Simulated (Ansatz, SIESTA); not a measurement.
NbAs (I4_1md, 4 atoms in the cell) computed with different codes at matched settings

Self-consistent single point.

```xyz
4
Lattice="-1.7085 1.7085 5.8206 1.7085 -1.7085 5.8206 1.7085 1.7085 -5.8206" Properties=species:S:1:pos:R:3 pbc="T T T"
Nb     0.0000     0.0000     8.7276
Nb     1.7085     0.0000     5.8173
As     0.0000     0.0000     1.9473
As     0.0000     1.7085     4.8576
```

Shared settings, as Ansatz (a program for electronic structure) writes them: kpoints.mp_grid.grid = 8 8 8; magnetization.spin_orbit = true; scf.occupations.method = gaussian; scf.occupations.width = 0.1 eV. Potentials and cutoffs stand in the table.

```
code                                                                                                                                                         model  pressure (GPa)  largest force (eV/Å)       cutoff
------  ----------------------------------------------------------------------------------------------------------------------------------------------------------  --------------  --------------------  -----------
SIESTA  GGA PBE with spin-orbit coupling, numerical atomic orbitals DZP, PseudoDojo PBE fully relativistic norm-conserving potentials (rewritten from UPF to PSML)               –                 0.081  grid 300 Ry
Ansatz                                                                                                             PBE with spin-orbit coupling, default PAW files            7.76                 0.059       420 eV
```

A dash marks a value that a program does not give, or that is left out as unsure.

The spread over the programs that give each value: largest force within 0.022 eV/Å.

SIESTA uses small atom-centred bases, whose incompleteness enters pressures, forces and empty levels differently from a plane-wave cutoff.

The starting cell comes from a database of computed structures (which also holds hypothetical and non-ambient phases and stackings), without a prior relaxation at this level. Its lattice was rescaled by a random factor within 2.5 % of one.

Left out of this page: Elk (not drawn, or without a comparable value).

Keys are those of Ansatz 0.2.
